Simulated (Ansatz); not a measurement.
Si under a change: uniaxial strain ε_zz = −2.50 %

Take Si in the diamond structure (space group Fd-3m, No. 227; a = 5.444 Å) as the base. Axes: x, y, z lie along the cube axes.

One thing is altered: the cell is compressed by 2.50 % along z with no lateral relaxation; the atoms relax in the strained cell.

The values are results of Ansatz (a program for electronic structure) r2SCAN, no spin-orbit coupling, not measurements. k-mesh 10×10×10 (Γ-centred); smearing 0.05 eV (Fermi–Dirac).

- Shortest interatomic distance = 4.418 bohr (base 4.455 bohr)
- Energy relative to the base (free energy F) = +6.7 meV/atom
- Pressure (mean of the normal stresses, compression positive) = 2.56 GPa (base 0.00 GPa)
- Band gap = 0.45 eV (base 0.78 eV)
- Gap character = indirect, Γ → Γ–M (87 % along)
- Electron mass = 0.89 mₑ along k, 0.19 mₑ across (off the special points) (base 0.91 mₑ along k, 0.19 mₑ across (off the special points))
- Hole mass = 0.18 mₑ along z, 0.23 mₑ across (at Γ)
- Valence-band top at Γ (three highest levels, from the VBM) = 0.00, -0.19, -0.19 eV (base 0.00, 0.00, 0.00 eV)
- Stress (xx, yy, zz, yz, xz, xy; compression positive) = (1.70, 1.70, 4.29, 0.00, 0.00, 0.00) GPa

Cost of the whole job for the changed cell (relaxation, final SCF and bands): very roughly 20 core-seconds.

Effective masses come from finite differences of ±0.01 Å⁻¹. Along k means along the line from Γ to the band edge. No phonon test of stability was made. k-point labels follow each cell's own Brillouin zone.
